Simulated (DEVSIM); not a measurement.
illuminated GaAs p-on-n cell, one wavelength

Structure: illuminated GaAs p-on-n cell, one wavelength, at 250 K.

```tsv
layer (left to right)	material	thickness (μm)	Nd (cm⁻³)	Na (cm⁻³)	τn (s)	τp (s)	absorption coefficient (cm⁻¹)
1	GaAs	0.490	-	9.1e17	6.1e-10	7.8e-9	7200
2	GaAs	0.700	6.3e16	-	1.6e-8	1.6e-8	7200
```

Left contact: ohmic, minority electron recombination velocity 4000 cm/s. Right contact: ohmic, minority hole recombination velocity 40000 cm/s. Voltage is applied to the left contact. Recombination: SRH at mid-gap, radiative, Auger. Light enters at the left, 2.8e18 photons cm⁻² s⁻¹, one pass, no reflection. Mobility is constant in doping.

This is a model device: material constants are rounded textbook-type values typed into the input, and sizes, dopings and lifetimes were drawn at random. Values at 300 K; Nc and Nv go as T^1.5, mobilities as T to minus their exponent, the gap by Varshni's rule with the affinity fixed.

```csv
parameter,GaAs
gap (eV),1.424
affinity (eV),4.07
permittivity,12.9
Nc (cm⁻³),4.7e17
Nv (cm⁻³),9e18
μn (cm²/Vs),8500
μp (cm²/Vs),400
T exponent of μn,2.1
T exponent of μp,2.2
B (cm³/s),2e-10
Cn (cm⁶/s),1e-30
Cp (cm⁶/s),1e-30
Varshni α (eV/K),0.000541
Varshni β (K),204
```

DEVSIM, 1D drift-diffusion, Boltzmann statistics, complete ionisation; no tunnelling, impact ionisation, image-force lowering or self-heating.

- Potential step across the device at zero bias: 1.365 V
- Largest field in the device at zero bias: 150000 V/cm
- Dark forward voltage at 1 A/cm²: 1.176 V
- Dark forward voltage at 100 A/cm²: 1.277 V
- Short-circuit current: 251 mA/cm²
- Open-circuit voltage: 1.145 V
- Fill factor: 0.89
- Largest power: 257 mW/cm²
- Share of generated pairs collected at short circuit: 0.972

Dark reverse current:

| V (V) | J (A/cm²) |
|---|---|
| -0.04 | -1.2e-14 |
| -0.10 | -2.4e-14 |
| -0.20 | -4.2e-14 |
| -0.30 | -5.9e-14 |
| -0.40 | -7.4e-14 |
| -0.60 | -1.0e-13 |
| -0.80 | -1.3e-13 |
| -1.00 | -1.6e-13 |
| -1.30 | -1.9e-13 |
| -1.60 | -2.2e-13 |
| -2.00 | -2.6e-13 |

Small-signal capacitance in reverse bias (quasi-static):

| V (V) | C (nF/cm²) |
|---|---|
| -0.04 | 62.9 |
| -0.1 | 61.6 |
| -0.2 | 59.5 |
| -0.3 | 57.6 |
| -0.4 | 55.9 |
| -0.6 | 53.0 |
| -0.8 | 50.4 |
| -1 | 48.2 |
| -1.3 | 45.3 |
| -1.6 | 43.0 |
| -2 | 40.3 |
